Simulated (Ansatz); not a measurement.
Input and output of a relaxation of cell and atoms for MgNiF6 (R-3, 8 atoms in the cell) (Ansatz, a quantum-chemistry and plane-wave program).

Method: PBEsol, default PAW files made with PBE (plane waves; Ansatz).

The change in words: atoms on their sites; basis.ecutwfc: 30.9 Ry → 26.1 Ry; relax: default → cell and atoms. Reference geometry:
```xyz
8
Lattice="2.4135 1.3934 4.3789 -2.4135 1.3934 4.3789 0.0000 -2.7868 4.3789" Properties=species:S:1:pos:R:3 pbc="T T T"
Mg     0.0000     0.0000     6.6183
Ni     0.0000     0.0000     0.0000
F     -0.9567     1.3294     5.4144
F      0.9567    -1.3294     7.7222
F     -0.6729    -1.4932     5.4144
F      0.6729     1.4932     7.7222
F      1.6296     0.1638     5.4144
F     -1.6296    -0.1638     7.7222
```

Reference input (self-consistent single point, DFT, PBEsol, plane waves, default PAW files made with PBE): basis.ecutwfc = 30.9 Ry; kpoints.mp_grid.grid = 5 5 5; hamiltonian.xc = pbesol; hamiltonian.pseudopotentials = {kind: paw} (the program's default PAW files); scf.occupations.method = gaussian; scf.occupations.width = 0.0073 Ry. This run's input differs from it in these lines:

Ansatz 0.2 input:
```diff
@@ -6,3 +6,3 @@
   atoms:
-    - { symbol: Mg, position: [0.503806, 0.503806, 0.503806] }
+    - { symbol: Mg, position: [0.500000, 0.500000, 0.500000] }
     - { symbol: Ni, position: [0.000000, 0.000000, 0.000000] }
@@ -15,3 +15,3 @@
 basis:
-  ecutwfc: 30.9 Ry
+  ecutwfc: 26.1 Ry
 kpoints:
@@ -23,2 +23,4 @@
   occupations: { method: gaussian, width: 0.0073 Ry }
+relax:
+  cell: {}
 output:
```

The program printed (abridged):

```
   [... SCF lines of the steps left out ...]
relax step   1: F+E_penalty+E_count = -12519.97387232 eV  Δ(F+E_penalty+E_count) = +0.000e0 eV  max|allowed force component| = 1.842e-1 eV/Å  Δτ_max = 0.0000 Å  P = -0.872 GPa  Ω = 88.357 Å³  (7 SCF iters, dr2 threshold 1.00e-7 eV, accepted)
relax step   2: F+E_penalty+E_count = -12519.95962272 eV  Δ(F+E_penalty+E_count) = +1.425e-2 eV  max|allowed force component| = 1.118e-1 eV/Å  Δτ_max = 0.0104 Å  P = -0.811 GPa  Ω = 88.653 Å³  energy of the carried Pulay correction = -1.936e-2 eV  [...]
   [... lines left out ...]
relax step  18: F+E_penalty+E_count = -12519.98804583 eV  Δ(F+E_penalty+E_count) = +1.292e-3 eV  max|allowed force component| = 1.223e-4 eV/Å  Δτ_max = 0.0006 Å  P = -0.002 GPa  Ω = 89.291 Å³  energy of the carried Pulay correction = -1.304e-3 eV  [...]
relax step  19: F+E_penalty+E_count = -12519.98742347 eV  Δ(F+E_penalty+E_count) = +6.224e-4 eV  max|allowed force component| = 1.434e-4 eV/Å  Δτ_max = 0.0000 Å  P = +0.005 GPa  Ω = 89.291 Å³  stress off target by 3.91e-2 GPa  SCF on the basis [...]
basis re-selected at this cell: Δ(F+E_penalty+E_count) = +6.224e-4 eV, ΔP = +0.007 GPa vs the last step
the relaxation is at rest under the 6 symmetry operations that the run kept from its start: a minimum is not shown …
Free energy (F): -12519.987423 eV
Internal energy: -12519.987423 eV  (E = F + TS)
E sigma→0 (E₀):  -12519.987423 eV
Fermi energy:    3.052046 eV
--- Forces (eV/Å), atoms counted from 1 ---
  atom   1  Mg     0.00000000     0.00000000     0.00000000
  atom   2  Ni     0.00000000     0.00000000    -0.00000000
   [... lines left out ...]
  cell:  # Å, volume = 89.2910 Å³
   [... lines left out ...]
    - { symbol: F, position: [0.0996235280527995, 0.3659661150290293, 0.7714235924536165] }
    - { symbol: F, position: [0.9003764719472004, 0.6340338849709706, 0.22857640754638342] }
    - { symbol: F, position: [0.7714235924536166, 0.09962352805279956, 0.36596611502902926] }
    - { symbol: F, position: [0.22857640754638348, 0.9003764719472005, 0.6340338849709706] }
```

The run converged. 

Summary of the result:
Free energy E − TS (on the zero of these files): -12519.9874 eV
Top of the valence band (on the code's own zero): 2.34 eV
Gap on the k-point mesh: 1.43 eV
Pressure: 0.01 GPa
Final cell: a = b = c = 5.1762 Å, α = β = γ = 56.14°
Final volume per atom: 11.16 Å³
Relaxation steps: 19

The starting cell comes from a database of computed structures (which also holds hypothetical and non-ambient phases and stackings), without a prior relaxation at this level. Its lattice was rescaled by up to half a per cent. The relaxation keeps the symmetry of its start, so its end need not be a minimum. Ansatz's pressure includes its estimate of the finite-basis (Pulay) stress. Without the estimate this run gives -10.27 GPa. The cutoff lies below the one recommended for these files.

Cost on one core of a shared machine: roughly 50 s.
